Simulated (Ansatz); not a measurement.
Base system: La5Si3 (space group P6_3/mcm, No. 193; a = 8.8768 Å, c = 6.6821 Å; a cell from a computed database, its experimental status unchecked). Axes: x lies along a and z along c of the hexagonal cell.

Method: plane-wave PAW DFT at the PBEsol level (Ansatz, a quantum-chemistry and plane-wave program, 420 eV), scalar-relativistic without spin-orbit coupling.

It is then changed as follows: every lattice vector is shortened by 1.02 %; the atoms relax in the strained cell.

### Question
Predict the stress tensor and what it implies for the stiffness.

### Answer
Stress of the strained cell less that of the base (GPa, compression positive):
```
    2.0     0.0     0.0
    0.0     2.0     0.0
    0.0     0.0     1.4
```

Then B = −ΔP/(ΔV/V₀) with ΔV/V₀ = -0.0303 gives secant stiffness values (nonlinear terms included at this strain): B (at held cell shape, above the free-shape value) ≈ 59 GPa.

As a check, the harmonic strain energy −½ V₀ Δσ:ε is 4.9 meV/atom; the computed energy rise is 4.7 meV/atom.

No phonon test of stability was made. The final runs are not spin-polarised.
